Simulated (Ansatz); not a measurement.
The reference is Ta in the bcc (W type) structure (space group Im-3m, No. 229; relaxed with 0.1 eV smearing).

```xyz
1
Lattice="-1.6602 1.6602 1.6602 1.6602 -1.6602 1.6602 1.6602 1.6602 -1.6602" Properties=species:S:1:pos:R:3 pbc="T T T"
Ta     0.0000     0.0000     0.0000
```

Cartesian axes are those of the cell as printed.

Level of theory: Ansatz (an electronic-structure program) PBE, no spin-orbit coupling.

Perturbation: every lattice vector is stretched by 1.00 %, atoms relaxed at fixed cell.

Task: Predict the stress tensor and what it implies for the stiffness.

Result: Stress of the strained cell less that of the base (GPa, compression positive):
```
   -5.5     0.0     0.0
    0.0    -5.5     0.0
    0.0     0.0    -5.5
```

Then B = −ΔP/(ΔV/V₀) with ΔV/V₀ = 0.0303 gives secant stiffness values (nonlinear terms included at this strain): B ≈ 181 GPa.

As a check, the harmonic strain energy −½ V₀ Δσ:ε is 9.4 meV/atom; the computed energy rise is 9.7 meV/atom.

Stability against distortions was not tested. All final runs are without spin polarisation.
